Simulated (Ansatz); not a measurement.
Ansatz (a quantum-chemistry and plane-wave program), DFT, PBE, plane waves, its default PAW files, spin-polarised: hcp Gd, atoms displaced (Gd16), 16 atoms, spin-polarised from a ferromagnetic start (7 μB on Gd). Basis and mesh were picked for this test and aren't claimed converged.

```yaml
cell: 7.27, 7.27, 11.57 Å; 90, 90, 120°
distance_to_the_nearest_atom: 3.49 to 3.57 Å
task: single point
k mesh: 3×3×2
hamiltonian.xc: pbe
kind_of_files: paw
scf.occupations.method: fermi_dirac
scf.occupations.width: 0.1 eV
output.forces: true
magnetization.spin_polarized: true
memory maximum (--max-ram): 200GiB
accuracy: medium (default)
basis.precision: auto (default)
basis.xc_grid: 2 (default)
scf.eigensolver.kind: auto (default)
scf.mixing.algorithm: auto (default)
scf.mixing.preconditioner: auto (default)
scf.convergence.dr2_threshold: 1e-07 (default)
scf.lower_state_search: light (default)
k-points after symmetry (for each spin): 10
bands_at_the_start: 240
electrons: 288
plane waves at Γ: 10347
cutoff (eV): 420
FFT grid: 50×50×80
symmetry_operations: 1
```

Machine: one whole node, Arm Neoverse V2, 96 cores on 1 socket, no SMT, 1 L3 cache group.

Wall times, medians of two to five repeats, each run alone on the node (launch to exit). Processes are pinned to neighbouring cores unless said otherwise. The build: release build for Arm (Neoverse V2), one process with threads; another build can shift the numbers. Scratch files lie in a memory file system.

Measured:

```
cores      layout  wall time
-----  ----------  ---------
16     16 threads     44.3 s
24     24 threads     32.0 s
32     32 threads     26.2 s
64     64 threads     16.0 s
```

Fit T(p) = s + w/p to these times and predict the runs with 48 threads and with 88 threads. How well does the fit hold?

A fit of relative deviations gives s = 6.58 s and w = 611 core-seconds; it misses the rows shown by at most 2 %.

```json
[
 {"cores": "48", "layout": "48 threads", "fit": "19.3 s", "measured": "19.7 s", "measured against fit": "+2 %"},
 {"cores": "88", "layout": "88 threads", "fit": "13.5 s", "measured": "13.4 s", "measured against fit": "-1 %"}
]
```

Efficiency, counted from 16 cores, stays above one half up to 88 cores, the most tried. The shortest time, 13 s, comes at 88 cores. The share that grows most is that of set-up and steps outside the phases: from 17 % of the time on 16 cores to 27 % on 88. The largest part on 88 cores, band solves (diag), takes 33 s on 16 and 8.6 s there.

Keys are those of Ansatz 0.2.
